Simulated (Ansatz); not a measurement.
The reference is Hf in the hcp (Mg type) structure (space group P6_3/mmc, No. 194; a = 3.158 Å, c = 5.004 Å; relaxed with 0.1 eV smearing).

Structures relaxed with PBEsol (Ansatz, an electronic-structure program; PAW; 420 eV plane waves; no spin-orbit coupling).

Base:

Simulated powder pattern, Cu Kα1, λ = 1.54056 Å (kinematic, ideal powder, no thermal factors, no anomalous dispersion; the 8 strongest lines at most, above 2 %, up to 2θ = 90°):

```tsv
2θ (°)	I/Imax (%)	hkl
32.72	24	(100)
35.86	25	(002)
37.44	100	(101)
49.32	16	(102)
58.39	19	(110)
65.49	20	(103)
70.45	22	(112)
71.45	16	(201)
```

Modification: an isotropic linear strain of +4.62 %, atoms relaxed at fixed cell.

Predict the new powder pattern.


Simulated powder pattern, Cu Kα1, λ = 1.54056 Å (kinematic, ideal powder, no thermal factors, no anomalous dispersion; the 8 strongest lines at most, above 2 %, up to 2θ = 90°):

```json
[
 {"2θ (°)": "31.23", "I/Imax (%)": "24", "hkl": "(100)"},
 {"2θ (°)": "34.22", "I/Imax (%)": "25", "hkl": "(002)"},
 {"2θ (°)": "35.73", "I/Imax (%)": "100", "hkl": "(101)"},
 {"2θ (°)": "47.01", "I/Imax (%)": "16", "hkl": "(102)"},
 {"2θ (°)": "55.58", "I/Imax (%)": "19", "hkl": "(110)"},
 {"2θ (°)": "62.26", "I/Imax (%)": "21", "hkl": "(103)"},
 {"2θ (°)": "66.92", "I/Imax (%)": "22", "hkl": "(112)"},
 {"2θ (°)": "67.85", "I/Imax (%)": "16", "hkl": "(201)"}
]
```

The indices refer to the base's conventional cell; one index is shown for lines that coincide.

No phonon test of stability was made. The final runs are not spin-polarised.
